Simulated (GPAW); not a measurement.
Troubleshooting GPAW: a failed run on SnP2O7 (P-1, 20 atoms in the cell). The aim is a self-consistent single point with DFT LDA (Perdew-Wang 92), plane waves, GPAW PAW datasets LDA (gpaw-data 1.0.1).

Cell that was meant: a = 6.4733 Å, b = 6.5361 Å, c = 7.0318 Å, α = 88.39°, β = 65.99°, γ = 84.88°.

Part of the input:

```python
            nbands=-6,
            convergence={'density': 1e-05, 'energy': 1e-05, 'bands': -4},
            symmetry={'symmorphic': False, 'tolerance': 0.0005},
            maxiter=3)

atoms.calc = calc
```

The program printed (abridged):

```
     iter     time        total  log10-change:
                         energy   eigst   dens
iter:   1 --:--:--  -174.829783   +0.47
iter:   2 --:--:--  -170.053286   -0.77  -0.82
iter:   3 --:--:--  -156.213343   -0.15  -0.87

Did not converge!

Here are some tips:

1) Make sure the geometry and spin-state is physically sound.
2) Use less aggressive density mixing.
3) Solve the eigenvalue problem more accurately at each scf-step.
4) Use a smoother distribution function for the occupation numbers.
5) Try adding more empty states.
6) Use enough k-points.
7) Don't let your structure optimization algorithm take too large steps.
8) Solve the Poisson equation more accurately.
9) Better initial guess for the wave functions.

See details here:

    https://gpaw.readthedocs.io/documentation/convergence.html
Traceback (most recent call last):
   [... frames left out ...]
gpaw.KohnShamConvergenceError: Did not converge!  See text output for help.
```

Q: Diagnose the run.

A: The fault is an iteration limit that is too low. The loop is cut before its threshold is met, so whatever is printed at the end is not self-consistent. To fix it, raise the limit, or leave it to the default. The run ended unconverged after 3 iterations.

An input that runs soundly differs in these lines (not the only fix; some lines may just follow from the change or write a value another way):
```diff
-            maxiter=3)
+            maxiter=120)
```

With that input, the run converged in 29 iterations: free energy E − TS (from the program's reference atoms) -155.8405 eV; top of the valence band (on the code's own zero) 1.76 eV; gap on the k-point mesh 2.06 eV; largest force (vector length) 0.608 eV/Å (DFT LDA (Perdew-Wang 92), plane waves, GPAW PAW datasets LDA (gpaw-data 1.0.1)).

On the sound input: the starting cell comes from a database of computed structures (which also holds hypothetical and non-ambient phases and stackings), without a prior relaxation at this level.
